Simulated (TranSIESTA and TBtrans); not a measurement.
System: naphthalene-2,6-diyl held by thiolate S between the apex atoms of two Al(100) rods. Leads: fcc Al rod along [100], layers of 5 and 4 atoms, a = 4.04 Å. Geometry: as built, not relaxed. Transport runs along z; the first 18 and the last 18 of the 87 atoms are the lead cells, repeated to infinity.

```xyz
87
Lattice="14.213 0.000 0.000 0.000 14.213 0.000 0.000 0.000 42.202" Properties=species:S:1:pos:R:3 pbc="F F T"
Al     7.107     7.107     0.000
Al     9.963     7.107     0.000
Al     7.107     9.963     0.000
Al     4.250     7.107     0.000
Al     7.107     4.250     0.000
Al     8.535     8.535     2.020
Al     5.678     8.535     2.020
Al     8.535     5.678     2.020
Al     5.678     5.678     2.020
Al     7.107     7.107     4.040
Al     9.963     7.107     4.040
Al     7.107     9.963     4.040
Al     4.250     7.107     4.040
Al     7.107     4.250     4.040
Al     8.535     8.535     6.060
Al     5.678     8.535     6.060
Al     8.535     5.678     6.060
Al     5.678     5.678     6.060
Al     7.107     7.107     8.080
Al     9.963     7.107     8.080
Al     7.107     9.963     8.080
Al     4.250     7.107     8.080
Al     7.107     4.250     8.080
Al     8.535     8.535    10.100
Al     5.678     8.535    10.100
Al     8.535     5.678    10.100
Al     5.678     5.678    10.100
Al     7.107     7.107    12.120
Al     9.963     7.107    12.120
Al     7.107     9.963    12.120
Al     4.250     7.107    12.120
Al     7.107     4.250    12.120
Al     8.535     8.535    14.140
Al     5.678     8.535    14.140
Al     8.535     5.678    14.140
Al     5.678     5.678    14.140
Al     7.107     7.107    16.160
S      9.101     7.103    17.306
C      8.277     6.853    18.875
C      8.040     5.555    19.340
C      7.397     5.351    20.564
C      6.986     6.449    21.336
C      6.340     6.258    22.567
C      5.936     7.361    23.327
S      5.112     7.111    24.897
C      6.174     8.659    22.863
C      6.816     8.862    21.638
C      7.227     7.764    20.867
C      7.873     7.956    19.636
H      8.352     4.701    18.752
H      7.221     4.339    20.907
H      6.151     5.256    22.936
H      5.861     9.513    23.451
H      6.992     9.875    21.295
H      8.062     8.957    19.267
Al     7.107     7.107    26.042
Al     8.535     8.535    28.062
Al     5.678     8.535    28.062
Al     8.535     5.678    28.062
Al     5.678     5.678    28.062
Al     7.107     7.107    30.082
Al     9.963     7.107    30.082
Al     7.107     9.963    30.082
Al     4.250     7.107    30.082
Al     7.107     4.250    30.082
Al     8.535     8.535    32.102
Al     5.678     8.535    32.102
Al     8.535     5.678    32.102
Al     5.678     5.678    32.102
Al     7.107     7.107    34.122
Al     9.963     7.107    34.122
Al     7.107     9.963    34.122
Al     4.250     7.107    34.122
Al     7.107     4.250    34.122
Al     8.535     8.535    36.142
Al     5.678     8.535    36.142
Al     8.535     5.678    36.142
Al     5.678     5.678    36.142
Al     7.107     7.107    38.162
Al     9.963     7.107    38.162
Al     7.107     9.963    38.162
Al     4.250     7.107    38.162
Al     7.107     4.250    38.162
Al     8.535     8.535    40.182
Al     5.678     8.535    40.182
Al     8.535     5.678    40.182
Al     5.678     5.678    40.182
```

Run with TranSIESTA and TBtrans (open boundaries, self-consistent; PseudoDojo norm-conserving potentials, scalar-relativistic): PAO.BasisSize SZP, PAO.EnergyShift 0.15 eV, XC.Authors PBE, Mesh.Cutoff 150 Ry, ElectronicTemperature 300 K, TBT.Elecs.Eta 0.001 eV, no spin polarisation.

Question: Give the current of both spins against bias, self-consistently and from the zero-bias transmission integrated over the bias window.

Answer: 
| V (V) | I self-consistent (μA) | I from the zero-bias T(E) (μA) |
|---|---|---|
| 0.3 | 0.122 | 0.153 |
| 0.6 | 0.345 | 0.413 |
| 0.9 | 0.596 | 0.884 |
| 1.2 | 0.891 | 1.94 |

Positive bias raises the left lead's chemical potential. The energy step is 0.02 eV; narrower resonances are cut or missed.

The leads' channel count changes near 0.03 eV, within the thermal window, so values at the Fermi level hang on where that band edge falls. Semilocal functionals put molecular levels too close to the Fermi level and tend to overestimate such conductances.
